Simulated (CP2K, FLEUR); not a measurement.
A CP2K input for a self-consistent single point of AlN (P6_3mc, 4 atoms in the cell) (DFT LDA (Pade form), GPW, DZVP-MOLOPT-SR-GTH basis, GTH-PADE potentials (GTH_POTENTIALS)):

```
&GLOBAL
  PROJECT scf
  RUN_TYPE ENERGY_FORCE
  PRINT_LEVEL LOW
&END GLOBAL
&FORCE_EVAL
  METHOD Quickstep
  STRESS_TENSOR ANALYTICAL
  &DFT
    BASIS_SET_FILE_NAME BASIS_MOLOPT
    POTENTIAL_FILE_NAME GTH_POTENTIALS
    &QS
      METHOD GPW
      EPS_DEFAULT 1E-10
    &END QS
    &MGRID
      CUTOFF 400
      REL_CUTOFF 60
      NGRIDS 4
    &END MGRID
    &SCF
      SCF_GUESS ATOMIC
      EPS_SCF 1E-6
      MAX_SCF 100
      ADDED_MOS 4
      &DIAGONALIZATION
        ALGORITHM STANDARD
      &END DIAGONALIZATION
      &MIXING
        METHOD BROYDEN_MIXING
        ALPHA 0.2
        NBUFFER 10
      &END MIXING
    &END SCF
    &KPOINTS
      SCHEME MONKHORST-PACK 12 12 7
      GAMMA_CENTERED T
    &END KPOINTS
    &XC
      &XC_FUNCTIONAL PADE
      &END XC_FUNCTIONAL
    &END XC
    &PRINT
      &MO
        EIGENVALUES T
        OCCUPATION_NUMBERS T
        NDIGITS 8
        FILENAME mo
        &EACH
          QS_SCF 0
        &END EACH
        ADD_LAST NUMERIC
      &END MO
      &MULLIKEN OFF
      &END MULLIKEN
    &END PRINT
  &END DFT
  &SUBSYS
    &CELL
      ABC 3.13484700 3.13484713 5.02699400
      ALPHA_BETA_GAMMA 90.00000000 90.00000000 120.00000918
      PERIODIC XYZ
    &END CELL
    &COORD
      Al       1.56742490     0.90495143     2.50992783
      Al      -0.00000190     1.80990557     5.02342483
      N        1.56742490     0.90495143     4.42732389
      N       -0.00000190     1.80990557     1.91382689
    &END COORD
    &KIND Al
      BASIS_SET DZVP-MOLOPT-SR-GTH-q3
      POTENTIAL GTH-PADE-q3
    &END KIND
    &KIND N
      BASIS_SET DZVP-MOLOPT-SR-GTH-q5
      POTENTIAL GTH-PADE-q5
    &END KIND
  &END SUBSYS
  &PRINT
    &FORCES ON
    &END FORCES
    &STRESS_TENSOR ON
    &END STRESS_TENSOR
  &END PRINT
&END FORCE_EVAL
```

Question: Write the same calculation as an input for FLEUR.

Answer: One input that does it (others would too):

Input of the input generator:

```
AlN crystal
&input film=f /
1.0000000000 0.0000000857 0.0000000000
-0.5000000742 0.8660253609 0.0000000000
0.0000000000 0.0000000000 1.6035851602
5.9240021210
1.0 1.0 1.0

4
13 0.6666666667 0.3333333333 0.4992900000
13 0.3333333333 0.6666666667 0.9992900000
7 0.6666666667 0.3333333333 0.8807100000
7 0.3333333333 0.6666666667 0.3807100000

&comp jspins=1 /
&exco xctyp='pz' /
&kpt div1=12 div2=12 div3=7 gamma=t /
&end /
```

```xml
<?xml version="1.0" encoding="UTF-8" standalone="no"?>
<fleurInput fleurInputVersion="0.39">
   <comment>
      AlN crystal                                                                                         
   </comment>
   <calculationSetup>
      <cutoffs Kmax="4.6" Gmax="16.1" GmaxXC="16.1" numbands="0"/>
      <scfLoop itmax="60" minDistance="0.00001" maxIterBroyd="99" imix="Anderson" alpha="0.05" precondParam="0.0" spinf="2.0"/>
      <coreElectrons ctail="T" frcor="F" kcrel="0" coretail_lmax="0"/>
      <xcFunctional name="pz" relativisticCorrections="F"/>
      <magnetism jspins="1"/>
      <soc l_soc="F" theta="0.0" phi="0.0" spav="F"/>
      <expertModes spex="0" secvar="F"/>
      <geometryOptimization l_f="T" forcealpha="1.0" forcemix="BFGS" epsdisp="0.00001" epsforce="0.00001"/>
      <ldaU l_linMix="F" mixParam="0.05" spinf="1.0"/>
   </calculationSetup>
   <cell>
      <bzIntegration valenceElectrons="16.0" mode="hist" fermiSmearingEnergy="0.0001">
         <kPointListSelection listName="default-1"/>
         <!-- k-points included here -->
         <xi:include xmlns:xi="http://www.w3.org/2001/XInclude" href="kpts.xml"> </xi:include>
      </bzIntegration>
      <!-- symmetry operations included here -->
      <xi:include xmlns:xi="http://www.w3.org/2001/XInclude" href="sym.xml"> </xi:include>
      <bulkLattice scale="1.0">
         <bravaisMatrix>
            <row-1>    5.9240021210000000     0.0000005076869818     0.0000000000000000</row-1>
            <row-2>   -2.9620015000609574     5.1303360748113906     0.0000000000000000</row-2>
            <row-3>    0.0000000000000000     0.0000000000000000     9.4996418902289239</row-3>
         </bravaisMatrix>
      </bulkLattice>
   </cell>
   <atomSpecies>
      <species name="Aluminum (Al)" element="Al" atomicNumber="13">
         <mtSphere radius="1.76" gridPoints="621" logIncrement="0.018"/>
         <atomicCutoffs lmax="8" lnonsphr="6"/>
         <electronConfig flipSpins="F">
            <coreConfig>(1s1/2) (2s1/2) (2p1/2) (2p3/2)</coreConfig>
            <valenceConfig>(3s1/2) (3p1/2) (3p3/2)</valenceConfig>
            <stateOccupation state="(3p1/2)" spinUp="0.1666666666667" spinDown="0.1666666666667"/>
            <stateOccupation state="(3p3/2)" spinUp="0.3333333333333" spinDown="0.3333333333333"/>
         </electronConfig>
         <energyParameters s="3" p="3" d="3" f="4"/>
      </species>
      <species name="Nitrogen (N)" element="N" atomicNumber="7">
         <mtSphere radius="1.53" gridPoints="539" logIncrement="0.02"/>
         <atomicCutoffs lmax="6" lnonsphr="4"/>
         <electronConfig flipSpins="F">
            <coreConfig>(1s1/2)</coreConfig>
            <valenceConfig>(2s1/2) (2p1/2) (2p3/2)</valenceConfig>
            <stateOccupation state="(2p1/2)" spinUp="0.5" spinDown="0.5"/>
            <stateOccupation state="(2p3/2)" spinUp="1.0" spinDown="1.0"/>
         </electronConfig>
         <energyParameters s="2" p="2" d="3" f="4"/>
      </species>
   </atomSpecies>
   <atomGroups>
      <atomGroup species="Aluminum (Al)">
         <relPos label="                   1">-1.000/3.000 1.000/3.000 .4992900000</relPos>
         <relPos label="                   2">1.000/3.000 -1.000/3.000 -.0007100000</relPos>
         <force calculate="T" relaxXYZ="TTT"/>
      </atomGroup>
      <atomGroup species="Nitrogen (N)">
         <relPos label="                   3">-1.000/3.000 1.000/3.000 -.1192900000</relPos>
         <relPos label="                   4">1.000/3.000 -1.000/3.000 .3807100000</relPos>
         <force calculate="T" relaxXYZ="TTT"/>
      </atomGroup>
   </atomGroups>
   <output dos="F" band="F" slice="F">
      <checks vchk="F" cdinf="F"/>
      <bandDOS minEnergy="-.5*Htr" maxEnergy="0.5*Htr" sigma="0.015" storeEVData="T"/>
      <vacuumDOS vacdos="F" integ="F" star="F" nstars="0" locx1="0.0" locy1="0.0" locx2="0.0" locy2="0.0" nstm="0" tworkf="0.0"/>
      <unfoldingBand unfoldBand="F" supercellX="1" supercellY="1" supercellZ="1"/>
      <plotting iplot="0" polar="F">
         <plot TwoD="T" vec1="  1.0  0.0  0.0" vec2="  0.0  1.0  0.0" vec3="  0.0  0.0  1.0" zero="  0.0  0.0  0.0" file="plot"/>
      </plotting>
      <chargeDensitySlicing numkpt="0" minEigenval="0.0" maxEigenval="0.0" nnne="0" pallst="F"/>
      <specialOutput eonly="F"/>
      <magneticCircularDichroism mcd="F" energyLo="-10.0" energyUp="0.0"/>
   </output>
  <!-- We include the file relax.xml here to enable relaxations (see documentation) -->
  <xi:include xmlns:xi="http://www.w3.org/2001/XInclude" href="relax.xml"> <xi:fallback/> </xi:include>
</fleurInput>
```

Basis settings and potentials, where a program has them, do not carry over. This input uses DFT, LDA (Perdew-Zunger), all-electron FLAPW (FLEUR), scalar-relativistic valence. LDA parametrisations can differ slightly between programs. Both were run: largest force 0.017 eV/Å in CP2K and 0.007 in FLEUR; gap on the mesh 4.098 eV in CP2K and 4.028 in FLEUR.

On CP2K: the starting cell comes from a database of computed structures (which also holds hypothetical and non-ambient phases and stackings), without a prior relaxation at this level. Its lattice was rescaled by a random factor within 2.5 % of one. Values carry the incompleteness of an atom-centred basis. With a pressure of about -10 GPa the cell is away from its equilibrium volume at this level.

On FLEUR: the starting cell comes from a database of computed structures (which also holds hypothetical and non-ambient phases and stackings), without a prior relaxation at this level. Its lattice was rescaled by a random factor within 2.5 % of one. Values depend on the basis (sphere radii, cutoffs, local orbitals), which need not be converged.
